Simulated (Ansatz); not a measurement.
# P vacancy (broken-bond start) in zinc-blende BP

The numbers are results of PBE, PAW (plane waves to 420 eV; Ansatz, a first-principles code), not measurements. A 2×2×2 supercell of 64 sites was used; the energies come from a 2×2×2 shifted sampling of its zone. Sites at the start: the P site; a neighbour pushed 0.95 Å away from the vacancy. Finite-size correction: monopole term and site-potential alignment. Dielectric constants: PBE linear response of the host. Host gap at this level: 1.25 eV. A cell of this size leaves errors of a few tenths of an eV. The semilocal functional narrows the gap, so deep levels can fall outside it. Spin–orbit coupling is left out. Each state is the lowest found from its start.

Formation energies E_f are given with the Fermi level at the valence-band maximum. Chemical conditions: B-rich (Δμ(P) = -0.61 eV, bounded by B12P2 (R-3m), B6P (R-3m); only phases computed here count, gases as isolated molecules at 0 K); P-rich (Δμ(P) = 0.00 eV; only phases computed here count, gases as isolated molecules at 0 K). Reference phases: P: black phosphorus.

| charge | moment (μB) | largest move off a lattice site (Å) | image correction with alignment (eV) | E_f, B-rich (eV) | E_f, P-rich (eV) |
|---|---|---|---|---|---|
| +2* | 1.0 | 0.30 | – | – | – |
| +1 | not spin-polarised | 0.17 | -0.15 | 4.43 | 5.04 |
| 0† | 1.0 | 0.15 | 0.00 | 5.03 | 5.65 |

* At this level the carrier isn't localised at the defect: at charge +2 holes occupy the valence band. Such a state is shallow or no state of the defect, and this cell gives it no level.

† Not settled in this cell, so no level is given: charge 0: a level filled in part.

No other site or start that was run ended lower by more than 0.1 eV.
